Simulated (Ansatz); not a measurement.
System: CuI (P4/nmm, No. 129, 4 atoms in the cell; start mp-22863; a measured phase of this formula has another space group). Method: PBE0 in Ansatz (PAW).

From the output:

```
WARN output.stress: scf.exx.energy_threshold = 1e-6 eV is looser than the 4e-8 eV advised for a stress under a hybrid functional (1e-8 eV for each atom of the …
Crystal: 4 atoms, lattice volume = 126.901 Å³
Basis set: ecut = 460 eV, 2937 PW (Γ), exchange–correlation on 60×60×108 points (8 copies of the dense FFT grid, shifted against one another)
Bands: 44, of which v1, the nominal top of the filled ones, is band 36 counted from 1 (35 counted from 0)
Symmetry: 16 space group operations
Space group: P4/nmm (ITA 129), of the structure as read, at distance tolerance 5.0e-5 Å
k-points: 30 of 144
Initial density: superposition of atomic densities (chi_scale 0.1, normalization cell, long waves kept (reshape's long-wave potential 0.29 eV rms))
Functional: x = pbe(κ = 0.804, μ = 0.2195149727645171), c = pbe(β = 0.06672455060314922), warm-up for x = 0.75 pbe(κ = 0.804, μ = 0.2195149727645171) + 0.25 exact, c = pbe(β = 0.06672455060314922)
SCF iter   1: F=—  HF=-28280.675806 eV  |F-HF|=—  |Δ(HF+E_count)|=         —  Δρ=8.97e-2  dr2=1.72e1
SCF iter   2: F=—  HF=-28285.014956 eV  |F-HF|=—  |Δ(HF+E_count)|=    4.34e0  Δρ=2.91e-1  dr2=9.94e1
  ...
Crystal: 4 atoms, lattice volume = 126.901 Å³
Initial density: handed on by an earlier stage of this run
Functional: x = 0.75 pbe(κ = 0.804, μ = 0.2195149727645171) + 0.25 exact, c = pbe(β = 0.06672455060314922)
Crystal: 4 atoms, lattice volume = 126.901 Å³
Crystal: 4 atoms, lattice volume = 126.901 Å³
SCF iter   2: F=—  HF=-28283.502488 eV  |F-HF|=—  |Δ(HF+E_count)|=  4.22e-10  Δρ=4.53e-7  dr2=6.57e-10
SCF iter   3: F=-28283.502488 eV  HF=-28283.502488 eV  |F-HF|=1.89e-10  |Δ(HF+E_count)|=   2.79e-9  Δρ=5.92e-7  dr2=2.82e-10
SCF 4 converged in 3 iterations: F = -28283.502488 eV  dr2 = 2.82e-10
Free energy (F): -28283.502488 eV
Internal energy: -28283.502488 eV  (E = F + TS)
E sigma→0 (E₀):  -28283.502488 eV
Fermi energy:    6.868803 eV
--- Stress (GPa, compression-positive) ---
        0.029116       0.000000       0.000000
        0.000000       0.029116       0.000000
        0.000000       0.000000      -0.015928
  P = ⅓ Tr σ = 0.0141 GPa (0.141 kbar)
```

### Question
Write an input file that could have produced this run (the log leaves some choices open).

### Answer
Several could match; the one computed here: 
Ansatz 0.2 input:
```yaml
crystal:
  lattice:
    - [4.1821179731, 0.0, 0.0]
    - [0.0, 4.1821179731, 0.0]
    - [0.0, 0.0, 7.2556140507]
  atoms:
    - { symbol: Cu, position: [0.5, 0.5, 0.0] }
    - { symbol: Cu, position: [0.0, 0.0, 0.0] }
    - { symbol: I, position: [0.5, 0.0, 0.2281693956] }
    - { symbol: I, position: [0.0, 0.5, 0.7718306044] }
basis:
  ecutwfc: 460
  ecutrho_ratio: 4
  xc_grid: 2
kpoints:
  mp_grid: { grid: [6, 6, 4] }
hamiltonian:
  xc: pbe0
  dispersion: none
  pseudopotentials: { azcp: { folder: ./paw }, kind: paw }
scf:
  occupations: { method: fermi_dirac, width: 0.01 }
  convergence: { dr2_threshold: 0.0000000004 }
output:
  forces: true
  stress: true
  eigenvalues: true
```

The PAW data were made under PBE.

Note: the cell has widely spaced layers and the level no dispersion term, so their spacing and the moduli can rest on weak binding.

It cost around 7 core-minutes (rough) of CPU time.

A start named mp-… is a Materials Project structure, which need not be a measured phase.

Ansatz is a first-principles code.
